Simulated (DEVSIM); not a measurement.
Device: Ni/HfO2/SiO2/p-Si capacitor, at 300 K.

| layer (left to right) | material | thickness (nm) | Na (cm⁻³) |
|---|---|---|---|
| 1 | HfO2 | 3.00 | - |
| 2 | SiO2 | 0.680 | - |
| 3 | Si | 5800 | 9.9e15 |

Metal gate on the left, work function 5.1 eV. Fixed charge at the semiconductor interface 0 cm⁻² (in units of +e); interface traps 1e12 cm⁻² eV⁻¹, uniform in energy, neutral level at 0.7 of the gap above the valence band.

Constants are typed, rounded textbook-type inputs, not results; the design itself was drawn at random and stands for no fabricated device. Values at 300 K.

```tsv
parameter	HfO2	SiO2	Si
gap (eV)	5.7	9	1.124
affinity (eV)	2.5	0.9	4.05
permittivity	22	3.9	11.7
Nc (cm⁻³)	-	-	2.86e19
Nv (cm⁻³)	-	-	3.1e19
```

Simulated with DEVSIM: 1D Poisson equation in equilibrium, Boltzmann statistics, complete ionisation; no quantum confinement or tunnelling. Metal contacts follow the ideal Schottky-Mott rule: no Fermi-level pinning, no interface dipoles.

### Question
Tabulate band edges, carrier densities and field at 0.6 V on the gate.

### Answer
Energies count from the Fermi level of the right contact; mesh points crowd at the junctions.

```
x (μm)    Ec (eV)  Ev (eV)  n (cm⁻³)  p (cm⁻³)  field (V/cm)
--------  -------  -------  --------  --------  ------------
0.000       2.000   -3.700     < 1e2     < 1e2          9600
0.001040    2.001   -3.699     < 1e2     < 1e2          9600
0.002215    2.002   -3.698     < 1e2     < 1e2          9600
0.003168    3.604   -5.396     < 1e2     < 1e2         54000
0.004041    0.458   -0.666    5.8e11     2.0e8         36000
0.005952    0.465   -0.659    4.5e11     2.6e8         36000
0.01026     0.480   -0.644    2.5e11     4.7e8         35000
0.02620     0.535   -0.589    3.0e10     3.9e9         33000
0.05594     0.626   -0.498     8.7e8    1.3e11         28000
0.1230      0.782   -0.342   2100000    5.6e13         18000
0.2836      0.910   -0.214     15000    7.9e15          1400
0.8339      0.916   -0.208     12000    9.9e15           ≈ 0
1.942       0.916   -0.208     12000    9.9e15           ≈ 0
3.873       0.916   -0.208     12000    9.9e15           ≈ 0
5.152       0.916   -0.208     12000    9.9e15           ≈ 0
5.525       0.916   -0.208     12000    9.9e15           ≈ 0
5.681       0.916   -0.208     12000    9.9e15           ≈ 0
5.750       0.916   -0.208     12000    9.9e15           ≈ 0
5.787       0.916   -0.208     12000    9.9e15           ≈ 0
5.797       0.916   -0.208     12000    9.9e15           ≈ 0
5.801       0.916   -0.208     12000    9.9e15           ≈ 0
5.804       0.916   -0.208     12000    9.9e15           ≈ 0
```
